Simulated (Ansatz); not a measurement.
For SiTe2 (model structure, started from the CdCl2 type, R-3m, No. 166, 3 atoms in the cell), PBE-D3(BJ) in Ansatz (PAW) gives:

| Quantity | Value |
|---|---|
| lattice parameter a | 3.814 Å |
| lattice parameter c | 18.277 Å |
| cohesive energy | 3.49 eV/atom |

### Question
What does r²SCAN+rVV10 (plane waves, PAW; Ansatz, an electronic-structure program) give for the same quantities?

### Answer

- lattice constant a: 3.781 Å (shrinks by 0.9 %)
- lattice parameter c: 20.509 Å (increases by 12 %)
- cohesive energy: 3.23 eV/atom (drops by 0.26 eV/atom)

Changes are worked out from the printed values.

Unless a cell is named, each level is at its own relaxed cell (PBE-D3(BJ) 25.58, r²SCAN+rVV10 28.22 Å³/atom).

Levels without +SOC leave out spin–orbit coupling, which shifts energies and cells of such heavy elements.

Ansatz's density-functional and Hartree–Fock values are scalar-relativistic unless marked +SOC, with PAW data made under PBE.

A model structure was made by putting elements into a prototype or built by hand; it is no filed structure, need not be a known phase, and can be a saddle point held by its symmetry.
